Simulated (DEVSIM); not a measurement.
Device: Pd/SiO2/n-Si capacitor, at 250 K.

Layer 1 from the left is SiO2, thickness (nm) 1.30. Layer 2 from the left is Si, thickness (nm) 17000, Nd (cm⁻³) 1.1e15.

Metal gate on the left, work function 5.2 eV. Fixed charge at the semiconductor interface 5.7e10 cm⁻² (in units of +e); no interface traps.

This is a model device: material constants are rounded textbook-type values typed into the input, and sizes, dopings and lifetimes were drawn at random. Values at 300 K; Nc and Nv go as T^1.5, mobilities as T to minus their exponent, the gap by Varshni's rule with the affinity fixed.

SiO2: gap (eV) 9, affinity (eV) 0.9, permittivity 3.9. Si: gap (eV) 1.124, affinity (eV) 4.05, permittivity 11.7, Nc (cm⁻³) 2.86e19, Nv (cm⁻³) 3.1e19, Varshni α (eV/K) 0.000473, Varshni β (K) 636.

Model (solved in DEVSIM): 1D Poisson equation in equilibrium, Boltzmann statistics, complete ionisation; no quantum confinement or tunnelling. Metal contacts follow the ideal Schottky-Mott rule: no Fermi-level pinning, no interface dipoles.

### Question
What does the simulation give for the flat-band voltage, the threshold voltage (band bending 2φF), the minimum of the low-frequency capacitance?

### Answer
flat-band voltage 0.93 V; threshold voltage (band bending 2φF) 0.22 V; minimum of the low-frequency capacitance 0.0125 μF/cm².
